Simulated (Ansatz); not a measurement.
# Response to strain in Li2S

Start from Li₂S in the anti-fluorite structure (space group Fm-3m, No. 225; a = 5.706 Å).

Strains are applied to the cell and any free atomic positions relax.

Method: Ansatz (a first-principles code), PBE, PAW, cutoff 420 eV, no SOC.

Candidates:
(a) isotropic strain −3.00 %
(b) isotropic strain −2.50 %
(c) isotropic strain −0.50 %

Notes on the quantities. energy relative to the base: free energy F.

### Question
Order them by energy relative to the base, highest first.

### Answer
(a) isotropic strain −3.00 % (+17 meV/atom), (b) isotropic strain −2.50 % (+12 meV/atom), (c) isotropic strain −0.50 % (+0.4 meV/atom)

No phonon test of stability was made.
